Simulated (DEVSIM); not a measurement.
Structure: Ni/SiO2/p-Ge capacitor, at 300 K.

Layer 1 from the left is SiO2, thickness (nm) 33.0. Layer 2 from the left is Ge, thickness (nm) 18000, Na (cm⁻³) 1.1e15.

Metal gate on the left, work function 5.1 eV. Fixed charge at the semiconductor interface 6.1e11 cm⁻² (in units of +e); no interface traps.

Constants are typed, rounded textbook-type inputs, not results; the design itself was drawn at random and stands for no fabricated device. Values at 300 K.

SiO2: gap (eV) 9, affinity (eV) 0.9, permittivity 3.9. Ge: gap (eV) 0.664, affinity (eV) 4, permittivity 16, Nc (cm⁻³) 1.04e19, Nv (cm⁻³) 6e18.

Model (solved in DEVSIM): 1D Poisson equation in equilibrium, Boltzmann statistics, complete ionisation; no quantum confinement or tunnelling. Metal contacts follow the ideal Schottky-Mott rule: no Fermi-level pinning, no interface dipoles.

What does the simulation give for the flat-band voltage, the minimum of the low-frequency capacitance, the threshold voltage (band bending 2φF)?

flat-band voltage -0.28 V; minimum of the low-frequency capacitance 0.0262 μF/cm²; threshold voltage (band bending 2φF) 0.03 V.
